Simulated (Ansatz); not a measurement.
Partial pair distribution functions of a relaxed model of amorphous Ti20O41Li2, broadened by 0.06 Å; density 3.56 g/cm³. These are PBE, scalar-relativistic without spin-orbit coupling (plane waves to 420 eV, PAW; Ansatz, an electronic-structure program) values and carry that method's errors.

It comes from a melt-quench run on a machine-learned potential (CHGNet), relaxed afterwards by DFT. O atoms were pushed apart under 1.9 Å during the dynamics, to hinder bonds among them. The hot cell started wider than the set density and was brought back towards it in steps. It is the lowest in DFT energy of 2 quenches. It is a model cell: composition and starting density were chosen by hand, and all elements were melted together. No dispersion term was used. Its density started from a set value of 3.56 and ended at 3.56 g/cm³. The quench (nominally 240 K/ps over its main leg) was far faster than any real one, so the model tends to hold more defects than a real film. A cell of this size samples the disorder only roughly. The volume was held where the preparation left it and the shape relaxed, at a PBE pressure of -0.9 GPa (tension). Stress components on the final sampling reach 1.0 GPa. On a 2×2×2 Γ-centred mesh force components of up to 0.14 eV/Å stay, since the relaxation ran on the zone centre alone.

| r (Å) | g Ti-O | g O-Li | g Ti-Ti | g O-O |
|---|---|---|---|---|
| 1.55 | 0.00 | 0.00 | 0.00 | 0.00 |
| 1.65 | 0.26 | 0.00 | 0.00 | 0.00 |
| 1.75 | 2.60 | 0.00 | 0.00 | 0.00 |
| 1.85 | 5.85 | 0.25 | 0.00 | 0.00 |
| 1.95 | 5.72 | 2.78 | 0.00 | 0.00 |
| 2.05 | 3.65 | 5.04 | 0.00 | 0.00 |
| 2.15 | 1.64 | 3.57 | 0.00 | 0.00 |
| 2.25 | 0.68 | 1.33 | 0.00 | 0.02 |
| 2.35 | 0.46 | 0.56 | 0.00 | 0.23 |
| 2.45 | 0.19 | 0.02 | 0.00 | 0.98 |
| 2.55 | 0.08 | 0.00 | 0.00 | 1.74 |
| 2.65 | 0.02 | 0.05 | 0.00 | 1.96 |
| 2.75 | 0.09 | 0.87 | 0.04 | 3.12 |
| 2.85 | 0.09 | 1.50 | 0.31 | 3.49 |
| 2.95 | 0.11 | 1.01 | 0.61 | 2.21 |
| 3.05 | 0.28 | 0.51 | 0.90 | 1.34 |
| 3.15 | 0.45 | 0.53 | 2.44 | 0.90 |
| 3.25 | 0.58 | 1.50 | 2.77 | 0.81 |
| 3.35 | 0.71 | 1.27 | 1.95 | 0.68 |
| 3.45 | 0.76 | 0.70 | 2.58 | 0.72 |
| 3.55 | 0.62 | 1.86 | 2.63 | 0.59 |
| 3.65 | 0.88 | 1.63 | 2.71 | 0.58 |
| 3.75 | 1.17 | 1.39 | 1.40 | 0.89 |
| 3.85 | 1.32 | 0.89 | 1.08 | 1.04 |
| 3.95 | 1.31 | 0.53 | 0.70 | 1.03 |
| 4.05 | 1.34 | 0.89 | 0.71 | 0.74 |
| 4.15 | 1.61 | 0.40 | 0.47 | 0.62 |
| 4.25 | 1.62 | 0.14 | 0.34 | 0.59 |
| 4.35 | 1.50 | 0.89 | 0.29 | 0.64 |
| 4.45 | 1.42 | 1.65 | 0.35 | 0.56 |

Within 2.58 Å each Ti has 5.50 O neighbours on average.
